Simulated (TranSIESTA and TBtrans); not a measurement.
## anthraquinone-2,6-diyl held by thiolate S between the apex atoms of two Al(100) rods

System: anthraquinone-2,6-diyl held by thiolate S between the apex atoms of two Al(100) rods. Leads: fcc Al rod along [100], layers of 5 and 4 atoms, a = 4.04 Å. Geometry: as built, not relaxed. Transport runs along z; the first 18 and the last 18 of the 93 atoms are the lead cells, repeated to infinity.

```xyz
93
Lattice="14.213 0.000 0.000 0.000 14.213 0.000 0.000 0.000 44.409" Properties=species:S:1:pos:R:3 pbc="F F T"
Al     7.107     7.107     0.000
Al     9.963     7.107     0.000
Al     7.107     9.963     0.000
Al     4.250     7.107     0.000
Al     7.107     4.250     0.000
Al     8.535     8.535     2.020
Al     5.678     8.535     2.020
Al     8.535     5.678     2.020
Al     5.678     5.678     2.020
Al     7.107     7.107     4.040
Al     9.963     7.107     4.040
Al     7.107     9.963     4.040
Al     4.250     7.107     4.040
Al     7.107     4.250     4.040
Al     8.535     8.535     6.060
Al     5.678     8.535     6.060
Al     8.535     5.678     6.060
Al     5.678     5.678     6.060
Al     7.107     7.107     8.080
Al     9.963     7.107     8.080
Al     7.107     9.963     8.080
Al     4.250     7.107     8.080
Al     7.107     4.250     8.080
Al     8.535     8.535    10.100
Al     5.678     8.535    10.100
Al     8.535     5.678    10.100
Al     5.678     5.678    10.100
Al     7.107     7.107    12.120
Al     9.963     7.107    12.120
Al     7.107     9.963    12.120
Al     4.250     7.107    12.120
Al     7.107     4.250    12.120
Al     8.535     8.535    14.140
Al     5.678     8.535    14.140
Al     8.535     5.678    14.140
Al     5.678     5.678    14.140
Al     7.107     7.107    16.160
S      5.077     6.594    17.113
C      5.816     6.362    18.726
C      6.281     5.101    19.106
C      6.858     4.916    20.364
C      6.976     5.994    21.260
C      7.588     5.801    22.595
O      8.008     4.661    22.937
C      7.708     6.944    23.531
C      8.287     6.771    24.802
C      8.398     7.851    25.683
S      9.136     7.619    27.297
C      7.932     9.112    25.303
C      7.355     9.297    24.045
C      7.237     8.219    23.149
C      6.625     8.412    21.814
O      6.205     9.552    21.473
C      6.506     7.269    20.878
C      5.927     7.442    19.607
H      6.197     4.262    18.427
H      7.211     3.929    20.635
H      8.653     5.800    25.112
H      8.016     9.951    25.982
H      7.002    10.284    23.774
H      5.561     8.413    19.297
Al     7.107     7.107    28.249
Al     8.535     8.535    30.269
Al     5.678     8.535    30.269
Al     8.535     5.678    30.269
Al     5.678     5.678    30.269
Al     7.107     7.107    32.289
Al     9.963     7.107    32.289
Al     7.107     9.963    32.289
Al     4.250     7.107    32.289
Al     7.107     4.250    32.289
Al     8.535     8.535    34.309
Al     5.678     8.535    34.309
Al     8.535     5.678    34.309
Al     5.678     5.678    34.309
Al     7.107     7.107    36.329
Al     9.963     7.107    36.329
Al     7.107     9.963    36.329
Al     4.250     7.107    36.329
Al     7.107     4.250    36.329
Al     8.535     8.535    38.349
Al     5.678     8.535    38.349
Al     8.535     5.678    38.349
Al     5.678     5.678    38.349
Al     7.107     7.107    40.369
Al     9.963     7.107    40.369
Al     7.107     9.963    40.369
Al     4.250     7.107    40.369
Al     7.107     4.250    40.369
Al     8.535     8.535    42.389
Al     5.678     8.535    42.389
Al     8.535     5.678    42.389
Al     5.678     5.678    42.389
```

TranSIESTA and TBtrans, PBE, SZP numerical orbitals (energy shift 0.15 eV), PseudoDojo norm-conserving scalar-relativistic potentials, mesh cutoff 150 Ry, 300 K, no spin polarisation, no spin-orbit coupling; self-consistent non-equilibrium Green functions. Bias 0.3 V.

| Property | Result |
|---|---|
| Current (μA) | 0.535 |

Energies count from the leads' Fermi level (mid-way between the two chemical potentials ±V/2). Transmissions are for one spin of a degenerate pair. The energy step is 0.02 eV; narrower resonances are cut or missed.

```
E (eV)        T
------  -------
-2.40      0.15
-2.20     0.080
-2.00     0.029
-1.80     0.022
-1.60     0.022
-1.40   0.00054
-1.20   0.00041
-1.00   0.00030
-0.80   0.00011
-0.60    8.5e-5
-0.40   0.00014
-0.20   0.00038
0.00     0.0028
0.20       0.64
0.40      0.062
0.60       0.10
0.80       0.14
1.00     0.0036
1.20      0.011
1.40    0.00072
1.60     0.0035
1.80      0.061
2.00       0.84
2.20      0.073
2.40      0.075
```

Semilocal functionals put molecular levels too close to the Fermi level and tend to overestimate such conductances.
